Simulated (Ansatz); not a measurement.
The reference is a 16-atom supercell of GaAs in the zinc blende structure (space group F-43m, No. 216; a = 5.659 Å) at its relaxed geometry.

Computed with PBEsol (Ansatz, a quantum-chemistry and plane-wave program, PAW, no spin-orbit coupling).

Before the change:

The mean distance from the defect site to its nearest host atoms is 2.45 Å.

One thing is altered: one Ga atom is removed, atoms relaxed at fixed cell, starting from a slightly rattled geometry.

Question: Predict the new largest displacement of a host atom from its site in the perfect cell.

Answer: The largest displacement of a host atom from its site in the perfect cell amounts to 0.12 Å.

Question: Estimate the effect on the mean distance from the defect site to its nearest host atoms.

Answer: The mean distance from the defect site to its nearest host atoms shrinks by 0.11 Å (2.45 Å → 2.34 Å).

Other magnetic orders, which the real material may have, were not ruled out. In so small a cell the defect repeats every few ångströms: this is an ordered compound, not a dilute defect. The defect cell is spin-polarised and ends with 0.5 μB, a fractional moment that hangs on the mesh and smearing.
